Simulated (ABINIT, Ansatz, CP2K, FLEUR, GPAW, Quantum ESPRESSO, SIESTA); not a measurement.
**One structure in several programs: NiGe (Pnma, 8 atoms in the cell)**

Self-consistent single point.

```
CELL_PARAMETERS angstrom
      5.31046     0.00000     0.00000
      0.00000     3.43850     0.00000
      0.00000     0.00000     5.74995
ATOMIC_POSITIONS crystal
  Ni 0.50554 0.25000 0.69073
  Ni 0.49446 0.75000 0.30927
  Ni 0.99446 0.75000 0.19073
  Ni 0.00554 0.25000 0.80927
  Ge 0.68966 0.25000 0.08698
  Ge 0.31034 0.75000 0.91302
  Ge 0.81034 0.75000 0.58698
  Ge 0.18966 0.25000 0.41302
```

All programs got the same cell, k-point mesh and kind of occupations (in Ansatz's words: kpoints.mp_grid.grid = 4 5 3; scf.occupations.method = gaussian; scf.occupations.width = 0.05 eV); potentials, basis and cutoffs are each program's usual ones.

| code | model | pressure (GPa) | largest force (eV/Å) | k-points | cutoff |
|---|---|---|---|---|---|
| ABINIT | PBE, norm-conserving pseudopotentials (PseudoDojo nc-sr-05 PBE standard) | 7.35 | 0.113 | 18 | 49 Ha |
| GPAW | PBE, GPAW PAW datasets PBE (gpaw-data 1.0.1) | 7.78 | 0.106 | 18 | 800 eV |
| Ansatz | PBE, PAW files | 7.04 | 0.102 | 18 | 420 eV |
| Quantum ESPRESSO | PBE, PSlibrary ultrasoft (PBE) pseudopotentials | 8.31 | 0.139 | 18 | 50 Ry |
| FLEUR | PBE, all-electron FLAPW (FLEUR), scalar-relativistic valence | – | 0.104 | 18 | Kmax 4 1/bohr |
| CP2K | PBE, GPW, DZVP-MOLOPT-SR-GTH basis, GTH-PBE potentials (GTH_POTENTIALS) | 9.75 | 0.126 | 31 | grid 600 Ry |
| SIESTA | GGA PBE, numerical atomic orbitals DZP, PseudoDojo PBE standard norm-conserving potentials (rewritten from UPF to PSML) | 9.40 | 0.253 | 32 | grid 400 Ry |

Size of the force on each atom (eV/Å): Sizes of forces hide their directions.

```tsv
code	Ni1	Ni2	Ni3	Ni4	Ge5	Ge6	Ge7	Ge8
ABINIT	0.113	0.113	0.113	0.113	0.091	0.091	0.091	0.091
GPAW	0.102	0.102	0.102	0.102	0.106	0.106	0.106	0.106
Ansatz	0.102	0.102	0.102	0.102	0.089	0.089	0.089	0.089
Quantum ESPRESSO	0.134	0.134	0.134	0.134	0.139	0.139	0.139	0.139
FLEUR	0.104	0.104	0.104	0.104	0.075	0.075	0.075	0.075
CP2K	0.126	0.126	0.126	0.126	0.051	0.051	0.051	0.051
SIESTA	0.253	0.253	0.253	0.253	0.139	0.139	0.139	0.139
```

A dash marks a value that a program does not give, or that is left out as unsure.

The spread over the programs that give each value: pressure within 2.71 GPa; largest force within 0.151 eV/Å.

The starting cell comes from a database of computed structures (which also holds hypothetical and non-ambient phases and stackings), without a prior relaxation at this level. Its lattice was rescaled by a random factor within 2.5 % of one. On Ansatz's run: Spin polarisation is off. In the base run, with a pressure of about 7 GPa the cell is away from its equilibrium volume at this level. Without a gap this mesh is coarse (it stands for a supercell whose shortest vector is 17 Å).

Q: Why do the programs differ, and what cannot be compared?

A: Differences of this kind can come from the potentials, where these differ, and from what each basis and cutoff leave unconverged. The valence holds different numbers of electrons (ABINIT 128, GPAW 80, Ansatz (a first-principles code) 128, Quantum ESPRESSO 56, FLEUR 120, CP2K 88, SIESTA 128). The zero of total energies and Fermi levels follows the potentials and each program's conventions, so they are not compared here. CP2K and SIESTA use small atom-centred bases, whose incompleteness enters pressures, forces and empty levels differently from a plane-wave cutoff. FLEUR treats all electrons, but the usual bases taken here (sphere radii, linearisation, local orbitals, empty states) were not tested for convergence, so the values are no reference for the others. Ansatz's pressure is given at a fixed set of plane waves, as the other plane-wave codes print theirs; with its correction for the finite basis it is 7.12 GPa. The programs reduce the same mesh by symmetry to different extents, which changes the work and not the result. In the pressure, CP2K (by 2.18) and SIESTA (by 1.83) lie more than 1 GPa from the median of the plane-wave programs. In the force vectors, CP2K (by 0.084) and SIESTA (by 0.194) lie more than 0.08 eV/Å from the median of the plane-wave programs.

The shared mesh is coarse (it stands for a supercell whose shortest vector is 17 Å), so the values are not converged in it.

Left out of this page: Elk (not drawn, or without a comparable value).

Keys are those of Ansatz 0.2.
